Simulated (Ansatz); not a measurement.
## Si (model structure, started from the Ge type, P4₃2₁2, No. 96, 12 atoms in the cell): properties by level of theory

```
level (code)           lattice parameter a (Å)  lattice parameter c (Å)  cohesive energy (eV/atom)
---------------------  -----------------------  -----------------------  -------------------------
LDA (Ansatz)                             5.606                    6.697                       5.17
PBE (Ansatz)                             5.679                    6.829                       4.39
PBEsol (Ansatz)                          5.634                    6.725                       4.82
PBE-D3(BJ) (Ansatz)                      5.620                    6.683                       4.74
r²SCAN (Ansatz)                          5.670                    6.851                       4.46
r²SCAN+rVV10 (Ansatz)                    5.662                    6.821                       4.63
```

Ansatz's density-functional and Hartree–Fock values are scalar-relativistic unless marked +SOC, with PAW data made under PBE.

Free atoms are spin-polarised, in the lowest state found; at levels without +SOC their spin–orbit coupling is left out.

Static lattice: no zero-point or thermal effects.

A model structure was made by putting elements into a prototype or built by hand; it is no filed structure, need not be a known phase, and can be a saddle point held by its symmetry.

Ansatz is a quantum-chemistry and plane-wave program.
